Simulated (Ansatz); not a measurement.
ZrSi₂ (Cmcm, No. 63), treated with rVV10 (Ansatz, an electronic-structure program, plane waves, PAW).

Run with plane-wave cutoff 500 eV, 12×12×12 k mesh, Fermi–Dirac smearing 0.05 eV, scalar-relativistic PAW data made under PBE.

Computed at the level's own relaxed cell.

Question: Give the computed volume per atom.

Answer: 
* **volume per atom**: 17.06 Å³/atom

The run finds no gap.

Note: the relaxation could not lower the start's symmetry, so the cell can be a saddle point above a distorted one.

Static lattice: no zero-point or thermal effects.

It cost around 8 core-minutes (rough) of CPU time.
